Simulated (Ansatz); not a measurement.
# CdTe: pressure series

The parent structure is CdTe in the zinc blende structure (space group F-43m, No. 216; a = 6.558 Å).

Cell and atoms are relaxed at each pressure.

Level of theory: Ansatz (an electronic-structure program) r2SCAN, without spin-orbit coupling.

Notes on the quantities. enthalpy: H = E + PV relative to the base's energy; hole mass: degenerate bands, along [100].

| case | enthalpy | shortest interatomic distance | hole mass |
|---|---|---|---|
| base | – | 2.840 Å | 0.092, 0.55, 0.55 mₑ (at Γ) |
| pressure −2 GPa | -0.45 eV/atom | 2.894 Å | 0.083, 0.60, 0.60 mₑ (at Γ) |
| pressure −1 GPa | -0.22 eV/atom | 2.865 Å | 0.088, 0.57, 0.57 mₑ (at Γ) |
| pressure 0.9 GPa | +0.20 eV/atom | 2.819 Å | 0.095, 0.53, 0.53 mₑ (at Γ) |
| pressure 2.1 GPa | +0.45 eV/atom | 2.796 Å | 0.099, 0.51, 0.51 mₑ (at Γ) |
| pressure 4.5 GPa | +0.94 eV/atom | 2.755 Å | 0.10, 0.47, 0.47 mₑ (at Γ) |
| pressure 9 GPa | +1.82 eV/atom | 2.696 Å | 0.11, 0.42, 0.42 mₑ (at Γ) |
| pressure 15 GPa | +2.91 eV/atom | 2.637 Å | 0.12, 0.38, 0.38 mₑ (at Γ) |
| pressure 22.5 GPa | +4.19 eV/atom | 2.581 Å | 0.13, 0.34, 0.34 mₑ (at Γ) |
| pressure 30 GPa | +5.39 eV/atom | 2.537 Å | 0.13, 0.31, 0.31 mₑ (at Γ) |

With Te present, leaving out spin-orbit coupling can change the band edges. The levels and masses belong to the bands next to the band gap. Load acts through the strain it causes; cell and atoms are relaxed under it. Masses are band curvatures over ±0.01 Å⁻¹ around the edge. Stability against distortions was not tested. Measured, CdTe leaves this structure (for cinnabar) near 3.53 GPa (temperature not stated; as listed in Datta, Sujoy, Jana, Debnarayan, arXiv (2020)), on rising pressure, with hysteresis.
